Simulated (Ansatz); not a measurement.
# Pressure series in WC

The reference is WC (space group P-6m2, No. 187).

```
WC
1.0
    2.92185     0.00000     0.00000
   -1.46093     2.53040     0.00000
    0.00000     0.00000     2.84710
W C
1 1
Cartesian
  0.00000   0.00000   0.00000
  1.46093   0.84347   1.42355
```

Cell and atoms are relaxed at each pressure.

The values are results of PBE (Ansatz, a first-principles code, PAW, scalar-relativistic without spin-orbit coupling), not measurements.

```json
[
 {"P (GPa)": "-1.99", "V (Å³/atom)": "10.581"},
 {"P (GPa)": "-0.99", "V (Å³/atom)": "10.552"},
 {"P (GPa)": "0.89", "V (Å³/atom)": "10.500"},
 {"P (GPa)": "2.09", "V (Å³/atom)": "10.468"},
 {"P (GPa)": "4.49", "V (Å³/atom)": "10.405"},
 {"P (GPa)": "9.00", "V (Å³/atom)": "10.291"},
 {"P (GPa)": "15.00", "V (Å³/atom)": "10.150"},
 {"P (GPa)": "22.50", "V (Å³/atom)": "9.986"},
 {"P (GPa)": "30.00", "V (Å³/atom)": "9.834"}
]
```

Q: Fit a third-order Birch–Murnaghan equation of state.

A: Least squares on P(V) = (3B₀/2)[(V₀/V)^(7/3) − (V₀/V)^(5/3)]·[1 + (3/4)(B₀′ − 4)((V₀/V)^(2/3) − 1)] gives V₀ = 10.52 Å³/atom, B₀ = 383 GPa and B₀′ = 4.2.

Load acts through the strain it causes; cell and atoms are relaxed under it. Whether these cells are dynamically stable was not tested. Competing high-pressure phases were not computed. The final runs are not spin-polarised.
